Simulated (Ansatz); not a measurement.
Results of LDA (plane waves, PAW; Ansatz, an electronic-structure program) for antifluorite Be2C.

Settings: plane-wave cutoff 520 eV, 14×14×14 k mesh, scalar-relativistic PAW data made under PBE.

Computed at the level's own relaxed cell.

Hill averages of the elastic tensor: K = 216.9 GPa, G = 250.3 GPa. Volume 6.480 Å³/atom, mean atomic mass 10.012 u.

Question: Work out the density, the sound velocities of a polycrystal and the elastic Debye temperature at this level.

Answer: ρ = 1.66054 × 10.012/6.480 = 2.566 g/cm³. v_l = √[(K + 4G/3)/ρ] = 14.649 km/s and v_t = √(G/ρ) = 9.876 km/s. The mean follows from 3/v_m³ = 1/v_l³ + 2/v_t³: v_m = 10.781 km/s. Θ_D = (ħ/k_B) v_m (6π²/V)^(1/3) = 76.38 K Å s/km × 10.781 × 2.0907 Å⁻¹ = 1722 K, counting all atoms of the cell.
